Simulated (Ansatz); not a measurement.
Results of r²SCAN+SOC (Ansatz, an electronic-structure program, PAW) for HgTe (P3₁21, No. 152, 6 atoms in the cell; start mp-358; a measured phase of this formula has another space group).

Settings: plane-wave cutoff 560 eV, 12×12×4 k mesh (along the axes of the cell as run), Fermi–Dirac smearing 0.01 eV, PAW data made under PBE.

Cell (relaxed with PBEsol):

```xyz
6
Lattice="4.5129 0.0000 0.0000 -2.2564 3.9083 0.0000 0.0000 0.0000 10.1552" Properties=species:S:1:pos:R:3 pbc="T T T"
Hg     0.8050     1.3944     0.0000
Hg     2.9028     0.0000     3.3851
Hg    -1.4514     2.5139     6.7702
Te     1.0353     1.7932     5.0776
Te     2.4423     0.0000     8.4627
Te    -1.2211     2.1151     1.6925
```

### Question
Estimate the band gap and smallest direct gap on the k points sampled that the calculation returns.

### Answer

band gap: 0.49 eV (indirect)
smallest direct gap on the k points sampled: 0.57 eV

Note: cell and atoms aren't relaxed at this level (largest force component 0.09 eV/Å, pressure 1.6 GPa).

A start named mp-… is a Materials Project structure, which need not be a measured phase.
